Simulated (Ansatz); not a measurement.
Sc, pressure series

Start from Sc in the hcp (Mg type) structure (space group P6_3/mmc, No. 194; a = 3.277 Å, c = 5.085 Å).

Cell and atoms are relaxed at each pressure.

Level of theory: DFT with PBEsol, PAW potentials and a 420 eV plane-wave cutoff in Ansatz (a first-principles code), scalar-relativistic without spin-orbit coupling.

```json
[
 {"P (GPa)": "-2.01", "V (Å³/atom)": "24.548"},
 {"P (GPa)": "-1.01", "V (Å³/atom)": "24.082"},
 {"P (GPa)": "0.90", "V (Å³/atom)": "23.289"},
 {"P (GPa)": "2.10", "V (Å³/atom)": "22.843"},
 {"P (GPa)": "4.50", "V (Å³/atom)": "22.046"},
 {"P (GPa)": "9.01", "V (Å³/atom)": "20.808"},
 {"P (GPa)": "15.00", "V (Å³/atom)": "19.505"},
 {"P (GPa)": "22.50", "V (Å³/atom)": "18.206"},
 {"P (GPa)": "30.00", "V (Å³/atom)": "17.133"}
]
```

Fit a third-order Birch–Murnaghan equation of state.

Least squares on P(V) = (3B₀/2)[(V₀/V)^(7/3) − (V₀/V)^(5/3)]·[1 + (3/4)(B₀′ − 4)((V₀/V)^(2/3) − 1)] gives V₀ = 23.65 Å³/atom, B₀ = 58 GPa and B₀′ = 3.1.

Load acts through the strain it causes; cell and atoms are relaxed under it. Whether these cells are dynamically stable was not tested. Competing high-pressure phases were not computed. The final runs are not spin-polarised.
